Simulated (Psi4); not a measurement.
Psi4 1.11, unrestricted HF/def2-svp: Mo(O)2(OH) ([O]=[Mo](=[O])[OH]), charge 0, multiplicity 2, 5 atoms. The geometry is a generated start, not checked to be a minimum at this level.

| Quantity | Result |
|---|---|
| task | energy |
| method | scf |
| basis | def2-svp |
| memory | 3 GB |
| maxiter | 100 |
| keys of the molecule block | symmetry c1 |
| scf_type | df (default) |
| guess | auto, which took SAD (default) |
| scf_initial_accelerator | adiis (default) |
| e_convergence | 1e-06 (default) |
| d_convergence | 1e-06 (default) |
| effective core potentials | those of the basis set, past Kr |
| basis functions | 78 |

```xyz
5

Mo     0.2997    -0.3422     0.2787
O      1.8107    -0.7454    -0.2044
O     -0.2105    -1.0535     1.6623
O     -0.6813     0.7604    -0.6142
H     -1.2186     1.3807    -1.1224
```

Charge 0 and multiplicity 2 are set for this test and not shown to be the ground state.

One run each on 2 threads. Values of diis_max_vecs tried: 3, 6, 10 (default), 20.

How does the count of SCF iterations change with diis_max_vecs, and where is it least?

Fewest SCF iterations: 20 with 20. The count rises to 82 at 3. All converge to one solution.

```tsv
diis_max_vecs	SCF iterations	end
3	82	same solution
6	30	same solution
10 (default)	22	same solution
20	20	same solution
```
